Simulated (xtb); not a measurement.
xtb 6.7.1, GFN1-xTB: Mn(NMe2)(SH)(OH2)2 (C[N](C)[Mn](<-[OH2])(<-[OH2])[SH]), charge 0, multiplicity 6, 18 atoms. The geometry is a generated start, not checked to be a minimum at this level.

method: GFN1-xTB
--acc: 1 (default)
--etemp (K): 300 (default)
detailed input (--input): none: ANC optimiser, Lindh (1995) Hessian, microcycle=20, maxdispl=1.0, hlow=0.01 (default)
basis functions: 62
valence electrons: 49

```xyz
18

Mn    -0.7916     0.5296     0.5032
N      0.7804    -0.3121    -0.3886
C      2.1734    -0.1721    -0.0462
C      0.6228    -1.1911    -1.5202
H      2.6214    -1.1500     0.1974
H      2.7499     0.2503    -0.8849
H      2.2741     0.4894     0.8163
H      1.1092    -0.7778    -2.4186
H      1.0847    -2.1736    -1.3292
H     -0.4380    -1.3419    -1.7387
S     -0.4584     2.2033     2.0846
H     -1.7503     2.1070     2.4019
O     -2.1001     1.5695    -1.1415
H     -1.5281     1.6959    -1.9080
H     -2.2720     2.4426    -0.7623
O     -1.6319    -1.2354     1.8252
H     -1.3634    -0.9363     2.7065
H     -1.0822    -1.9971     1.6029
```

Charge 0 and multiplicity 6 are set for this test and not shown to be the ground state. GFN-xTB has no spin term: --uhf 5 sets the occupations alone.

The structure is relaxed from this start with --opt LEVEL for the levels crude, sloppy, loose, lax, normal, tight, vtight, extreme, once each. Up to the end of the extreme run atoms move by at most 0.64 Å along an axis.

Task: Choose the cheapest level whose final energy lies within 1 meV of that of extreme.

Result: normal: 52 cycles against 77, ending 0.47 meV above.

```
level    cycles  energy above the extreme run (meV)  gradient norm (eV/Å)
-------  ------  ----------------------------------  --------------------
crude         5                                  76                  0.27
sloppy       22                                  16                  0.13
loose        24                                  13                  0.14
lax          31                                 8.2                 0.052
normal       52                                0.47                 0.019
tight        60                                0.10                 0.011
vtight       68                               0.023                0.0019
extreme      77                                   —               0.00097
```
